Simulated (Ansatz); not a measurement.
**GaP under a change: tensor shear ε_xy = +1.71 %**

Consider GaP in the zinc blende structure (space group F-43m, No. 216; a = 5.439 Å). Axes: x, y, z lie along the cube axes.

Now apply this change: tensor shear ε_xy = +1.71 % (engineering shear γ = 0.0342); the atoms relax in the strained cell.

Computed with PBEsol/PAW in Ansatz (an electronic-structure program), scalar-relativistic without spin-orbit coupling. Settings: 11×11×11 k-points, 0.05 eV Fermi–Dirac smearing.

| quantity | base | changed | shift |
|---|---|---|---|
| volume per atom | 20.11 Å³ | 20.10 Å³ | -0.01 Å³ |
| space group | F-43m (No. 216) | Imm2 (No. 44) | – |
| shortest interatomic distance | 2.355 Å | 2.344 Å | -0.011 Å |
| energy relative to the base (free energy F) | 0 meV/atom | +4.9 meV/atom | +4.9 meV/atom |
| band gap | 1.45 eV | 1.17 eV | -0.286 eV |
| gap character | – | indirect, Γ → X | – |
| valence-band top at Γ (three highest levels, from the VBM) | 0.00, 0.00, 0.00 eV | 0.00, -0.15, -0.27 eV | – |
| largest internal atomic displacement | – | 0.013 Å | – |
| stress (xx, yy, zz, yz, xz, xy; compression positive) | – | (0.06, 0.06, -0.02, 0.00, 0.00, -2.31) GPa | – |

Stability against distortions was not tested. Labels are those of the standard path for the cell's own space group.
